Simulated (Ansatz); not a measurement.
Consider the following.

```xyz
1
Lattice="-1.6822 1.6822 1.6822 1.6822 -1.6822 1.6822 1.6822 1.6822 -1.6822" Properties=species:S:1:pos:R:3 pbc="T T T"
Li     0.0000     0.0000     0.0000
```

The numbers are results of LDA, DFPT electron-phonon coupling, linearised Boltzmann equation (plane waves, PAW, scalar-relativistic; Ansatz, an electronic-structure program), not measurements. Condition of this run: functional LDA. Cell: relaxed with this functional, without spin-orbit coupling.

Problem. What phonon-limited resistivity does this give at 300 K?

Solution. 13.2 μΩ·cm.

A metal at this level (no band gap). Only scattering by harmonic phonons is included (no impurities, grain boundaries, electron-electron scattering or thermal expansion). Spin-orbit coupling is left out. The squared frequency of the phonon mode least converged on the k mesh is uncertain by 21 %. Halving the electron mesh (36x36x36) moves the resistivity by up to 1 % at 300 K. Smearing 0.20 eV; phonons on a 6x6x6 q mesh, which this run doesn't test.
